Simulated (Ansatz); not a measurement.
Results of r²SCAN+SOC (Ansatz, an electronic-structure program, PAW) for CdS (model structure, started from the BN type, Pm-3n, No. 223, 12 atoms in the cell).

Input:

Ansatz 0.2 input:
```yaml
crystal:
  lattice:
    - [7.165170775, 0.0, 0.0]
    - [0.0, 7.165170775, 0.0]
    - [0.0, 0.0, 7.165170775]
  atoms:
    - { symbol: Cd, position: [0.25, 0.0, 0.5] }
    - { symbol: Cd, position: [0.5, 0.25, 0.0] }
    - { symbol: Cd, position: [0.5, 0.75, 0.0] }
    - { symbol: Cd, position: [0.75, 0.0, 0.5] }
    - { symbol: Cd, position: [0.0, 0.5, 0.75] }
    - { symbol: Cd, position: [0.0, 0.5, 0.25] }
    - { symbol: S, position: [0.25, 0.5, 0.0] }
    - { symbol: S, position: [0.0, 0.25, 0.5] }
    - { symbol: S, position: [0.0, 0.75, 0.5] }
    - { symbol: S, position: [0.75, 0.5, 0.0] }
    - { symbol: S, position: [0.5, 0.0, 0.75] }
    - { symbol: S, position: [0.5, 0.0, 0.25] }
basis:
  ecutwfc: 560
  ecutrho_ratio: 4
  xc_grid: 3
kpoints:
  mp_grid: { grid: [4, 4, 4] }
hamiltonian:
  xc: r2scan
  dispersion: none
  pseudopotentials: { kind: paw }
scf:
  occupations: { method: fermi_dirac, width: 0.01 }
  convergence: { dr2_threshold: 0.0000000012 }
output:
  forces: true
  stress: true
  eigenvalues: true
magnetization:
  noncollinear: true
  spin_orbit: true
```

Task: How many irreducible k-points, plane waves at Γ does the program set up, and what pressure does the run end with?

Result: 10 irreducible k-points, 11067 plane waves at Γ; P = 1.30 GPa, so the cell is compressed on average and its volume would grow at this level.

Output (set-up and result lines):

```
Crystal: 12 atoms, lattice volume = 367.858 Å³
Basis set: ecut = 560 eV, 11067 PW (Γ), exchange–correlation on 180×180×180 points (27 copies of the dense FFT grid, shifted against one another)
Bands: 188, of which v1, the nominal top of the filled ones, is band 156 counted from 1 (155 counted from 0)
Symmetry: 48 space group operations + 48 with time reversal
k-points: 10 of 64
Initial density: superposition of atomic densities (chi_scale 0.1, normalization cell, long waves kept (reshape's long-wave potential 0.00 eV rms))
Functional: x = r2scan, c = r2scan; τ floored in thin density (d = 2e-4 eV/Å³)
spin=Noncollinear: Resta preconditioning applied to the charge; magnetization (m_x, m_y, m_z) channels mix plain (no charge-response kernel on spin).
SCF 1 converged in 10 iterations: F = -55002.155408 eV  dr2 = 3.33e-10
SCF converged after 10 iterations
Free energy (F): -55002.155408 eV
Internal energy: -55002.155408 eV  (E = F + TS)
E sigma→0 (E₀):  -55002.155408 eV
Fermi energy:    5.292241 eV
--- Stress (GPa, compression-positive) ---
        1.302413       0.000000       0.000000
        0.000000       1.302413       0.000000
        0.000000       0.000000       1.302413
  P = ⅓ Tr σ = 1.3024 GPa (13.024 kbar)
```

The PAW data were made under PBE.

Note: the relaxation could raise the start's symmetry but not lower it, so the cell can be a saddle point. Note: cell and atoms aren't relaxed at this level (pressure 1.3 GPa).

The result took very roughly 11 core-minutes.

A model structure was made by putting elements into a prototype or built by hand; it is no filed structure, need not be a known phase, and can be a saddle point held by its symmetry.
